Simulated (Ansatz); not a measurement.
CF2 on the 1x1 (111) surface of fcc Al, one in a 2x2 cell, energies for each (28.3 Å²). Energies are against CF4(g) − F2(g), without zero-point or thermal terms; each row is named by its start.

These are PBE (plane waves to 420 eV, PAW; Ansatz, a program for electronic structure) values and carry that method's errors.

Slab: 19 atoms, 7.0 Å thick at the start under the adsorbate (thin: gaps and levels are the slab's own); k 6x6x1, smearing 0.1 eV, dipole-corrected; 8 atoms held, the rest relaxed; each run with such symmetry as its start has; no spin, no spin-orbit, no U, no dispersion correction.

A negative adsorption energy means that the adsorbate is more stable on the surface than in its reference. Starts that drift may end in the same place. Heights count from the host atoms within 0.3 Å of the top one.

```json
[
 {"starting site": "top Al", "E_ads (eV)": "6.42", "height (Å)": "2.15", "nearest host atom (Å)": "Al 2.00", "bonded to": "Al", "Δ work function (eV)": "0.40", "lateral drift (Å)": "0.3"},
 {"starting site": "hollow Al-Al-Al over Al at depth 2.3 Å", "E_ads (eV)": "6.42", "height (Å)": "2.15", "nearest host atom (Å)": "Al 2.00", "bonded to": "Al", "Δ work function (eV)": "0.41", "lateral drift (Å)": "2.0"},
 {"starting site": "hollow Al-Al-Al over Al at depth 4.6 Å", "E_ads (eV)": "6.44", "height (Å)": "1.63", "nearest host atom (Å)": "Al 2.03", "bonded to": "Al", "Δ work function (eV)": "0.93", "lateral drift (Å)": "0.4"},
 {"starting site": "bridge Al-Al (span 2.9 Å)", "E_ads (eV)": "6.05", "height (Å)": "1.63", "nearest host atom (Å)": "Al 2.10", "bonded to": "2 Al", "Δ work function (eV)": "1.33", "lateral drift (Å)": "0.1"}
]
```
